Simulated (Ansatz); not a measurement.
We consider fluorite AuAl2, described by PBEsol-D3(BJ) (PAW; Ansatz, an electronic-structure program).

Run with plane-wave cutoff 520 eV, 16×16×16 k mesh, Fermi–Dirac smearing 0.05 eV, scalar-relativistic PAW data made under PBE.

Pressure at four volumes; x = ln(V/17.514 Å³). One pressure is withheld.

```csv
V (Å³/atom),x,P (GPa)
16.463,-0.0619,8.88
17.514,0.0000,0.00
18.215,0.0392,-4.45
18.565,0.0583,?
```

Question: Pass a parabola P(x) through the three rows shown, estimate the bulk modulus and its pressure derivative near zero pressure, and predict the withheld pressure.

Answer: Slopes between the rows: (0.00 − (8.88))/(0.0000 − (-0.0619)) = -143.46 and (-4.45 − (0.00))/(0.0392 − (0.0000)) = -113.52 GPa. Their difference over the span 0.1011 is c = 29.94/0.1011 = 296.1 GPa, so P(x) = 8.88 + (-143.46)(x − (-0.0619)) + 296.1 (x − (-0.0619))(x − (0.0000)). At the middle row B = −dP/dx = −[-143.46 + 296.1 × 0.0619] = 125.1 GPa, and B′ = dB/dP = 2c/B = 4.7. At x = 0.0583 the parabola gives -6.29 GPa; the run gives -6.32 GPa. The Birch–Murnaghan fit to the energies at all volumes has B0 = 124 GPa and B′ = 4.7.

Spin–orbit coupling is not included; it can shift volumes and moduli of such heavy elements.
